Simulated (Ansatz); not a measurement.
# MgSe: pressure series

Consider MgSe in the rock salt structure (space group Fm-3m, No. 225; a = 5.508 Å).

Cell and atoms are relaxed at each pressure.

Level of theory: PBE/PAW in Ansatz (a program for electronic structure), no spin-orbit coupling, earlier PAW set.

| pressure (GPa) | volume per atom (Å³/atom) |
|---|---|
| -1 | 21.252 |
| 0 | 20.891 |
| 0.3 | ? |
| 0.7 | 20.656 |
| 1.5 | 20.404 |
| 3 | 19.973 |
| 5 | 19.453 |
| 7.5 | 18.891 |
| 10 | 18.398 |

**Question.** Fit the third-order Birch–Murnaghan form P(V) = (3B₀/2)[(V₀/V)^(7/3) − (V₀/V)^(5/3)]·[1 + (3/4)(B₀′ − 4)((V₀/V)^(2/3) − 1)] (squares taken in P) to the rows shown and predict the withheld row.

**Answer.** Least squares on the printed values gives V₀ = 20.891 Å³/atom, B₀ = 60.6 GPa, B₀′ = 4.1; this predicts 20.789 Å³/atom, and the run gives 20.788 Å³/atom, in agreement.

Load acts through the strain it causes; cell and atoms are relaxed under it. Whether these cells are dynamically stable was not tested. No other phases were tried under pressure.
